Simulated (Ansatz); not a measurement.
**tetragonal ZrO2 (1 1 0) on alpha cristobalite (0 0 1) (film strained to the substrate, started from cuts of the bulks and a machine-learned relaxation; slabs Si8O16 and Zr10O16, which can lie off the formulas)**

A periodic stack without vacuum, tetragonal ZrO2 (1 1 0) on alpha cristobalite (0 0 1) (film strained to the substrate, started from cuts of the bulks and a machine-learned relaxation; slabs Si8O16 and Zr10O16, which can lie off the formulas): substrate slab Si8O16, film Zr10O16, surface cells [[0, 1], [-1, 0]] and [[0, -1], [1, 0]], film strained by -3.8 and -0.7 %, outermost planes O/O and Zr/Zr as cut, which need not be the usual terminations and can put a slab off its formula.

The start was prepared with a machine-learned potential, and the result is one local minimum, with the in-plane cell held and forces under 0.04 eV/Å; the film can end far from its bulk form.

Computed with PBE (plane waves to 420 eV, PAW; Ansatz, an electronic-structure program). No spin–orbit coupling; PBE gaps are too small against experiment. Its k-point mesh 5×5×1, Fermi–Dirac width 0.05 eV.

The interface area is 25.8 Å² and the period is 26.72 Å. The heights between the nearest atoms of the two slabs at the two interfaces is 0.98 and 0.98 Å and the Si–Zr contacts across the interfaces within 1.22 times the sum of covalent radii is 6, mean 3.02 Å. The O–Zr contacts across the interfaces within 1.22 times the sum of covalent radii is 6, mean 2.27 Å and the spin-polarised check at this geometry comes out as falls back to no moment.

```yaml
crystal:
  lattice:
    - [5.08306, -0.00003, -0.00151]
    - [0.00002, 5.08293, -0.03478]
    - [-0.00616, 1.92816, 26.70768]
  atoms:
    - { symbol: Si, position: [0.21255, 0.19712, 0.17631] }
    - { symbol: Si, position: [0.66074, 0.84047, 0.04369] }
    - { symbol: Si, position: [0.70512, 0.33031, 0.11041] }
    - { symbol: Si, position: [0.27517, 0.67399, 0.24421] }
    - { symbol: O, position: [0.29721, 0.39177, 0.21930] }
    - { symbol: O, position: [0.42676, 0.20851, 0.13108] }
    - { symbol: O, position: [0.67898, 0.64802, 0.09741] }
    - { symbol: O, position: [0.92718, 0.27969, 0.15330] }
    - { symbol: O, position: [0.92596, 0.71332, 0.01363] }
    - { symbol: O, position: [0.19211, 0.89820, 0.20119] }
    - { symbol: O, position: [0.55946, 0.74503, 0.26739] }
    - { symbol: O, position: [0.77709, 0.16004, 0.06004] }
    - { symbol: Si, position: [0.20675, 0.06615, 0.44605] }
    - { symbol: Si, position: [0.77541, 0.72213, 0.31218] }
    - { symbol: Si, position: [0.71376, 0.19907, 0.38009] }
    - { symbol: Si, position: [0.16267, 0.55608, 0.51277] }
    - { symbol: O, position: [0.27900, 0.23655, 0.49640] }
    - { symbol: O, position: [0.42882, 0.11629, 0.40320] }
    - { symbol: O, position: [0.69273, 0.49797, 0.35523] }
    - { symbol: O, position: [0.92851, 0.18793, 0.42528] }
    - { symbol: O, position: [0.05952, 0.65095, 0.28901] }
    - { symbol: O, position: [0.18051, 0.74849, 0.45907] }
    - { symbol: O, position: [0.42812, 0.68300, 0.54284] }
    - { symbol: O, position: [0.79771, 0.00438, 0.33708] }
    - { symbol: Zr, position: [0.24853, 0.02406, 0.57940] }
    - { symbol: Zr, position: [0.76347, 0.53030, 0.58424] }
    - { symbol: Zr, position: [0.76574, 0.98198, 0.68036] }
    - { symbol: Zr, position: [0.26392, 0.48426, 0.67757] }
    - { symbol: O, position: [0.99318, 0.25865, 0.63908] }
    - { symbol: O, position: [0.01761, 0.76300, 0.62065] }
    - { symbol: O, position: [0.48378, 0.26408, 0.61623] }
    - { symbol: O, position: [0.51785, 0.75210, 0.64136] }
    - { symbol: Zr, position: [0.26565, 0.94980, 0.77838] }
    - { symbol: Zr, position: [0.76561, 0.45136, 0.77786] }
    - { symbol: O, position: [0.51221, 0.22352, 0.71690] }
    - { symbol: O, position: [0.51558, 0.71587, 0.73967] }
    - { symbol: O, position: [0.01270, 0.21024, 0.73945] }
    - { symbol: O, position: [0.01429, 0.71775, 0.71806] }
    - { symbol: Zr, position: [0.76360, 0.91740, 0.87905] }
    - { symbol: Zr, position: [0.26646, 0.42054, 0.87558] }
    - { symbol: O, position: [0.01090, 0.17724, 0.83959] }
    - { symbol: O, position: [0.01713, 0.68431, 0.81646] }
    - { symbol: O, position: [0.51129, 0.19240, 0.81686] }
    - { symbol: O, position: [0.51531, 0.68446, 0.83807] }
    - { symbol: Zr, position: [0.26092, 0.86741, 0.97215] }
    - { symbol: Zr, position: [0.74420, 0.37318, 0.97712] }
    - { symbol: O, position: [0.48919, 0.14005, 0.91721] }
    - { symbol: O, position: [0.51509, 0.63528, 0.93562] }
    - { symbol: O, position: [0.97908, 0.13287, 0.94063] }
    - { symbol: O, position: [0.01614, 0.64681, 0.91476] }
```
